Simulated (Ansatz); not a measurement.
Cost and result by functional for the surface energy of the (11-22) surface of hcp Ti in its 1x1 cell, outermost plane spacing 1.24 Å in the ideal cut, in Ansatz (plane waves, PAW). Single points on the PBE structure, on one kind of machine; costs are rough ratios of the slab run's core time (references not counted) to the cheapest single point. r2SCAN's cost holds its higher cutoff (500 against 420 eV). Differences are taken against r2SCAN for comparison alone: no measured value is at hand, so the table doesn't rank accuracy.

Slab: 18 atoms, 9.9 Å thick at the start (thin: gaps and levels are the slab's own); k 8x7x1, smearing 0.1 eV, dipole-corrected; all atoms relaxed; start symmetry kept, larger cells not searched; no spin, no spin-orbit, no U. These notes are the PBE run's.

```tsv
functional	relative cost	surface energy (J/m²)	less r2SCAN (J/m²)
LDA	1	2.29	0.03
RPBE	1	1.93	-0.34
PBEsol	1	2.24	-0.03
r2SCAN	2	2.27	0.00
PBE (the relaxed run's value)	–	2.06	-0.20
```

The values span 0.36 J/m², while the single points' costs differ by a factor of roughly 2. Differences are of unrounded values.

Ansatz is an electronic-structure program.
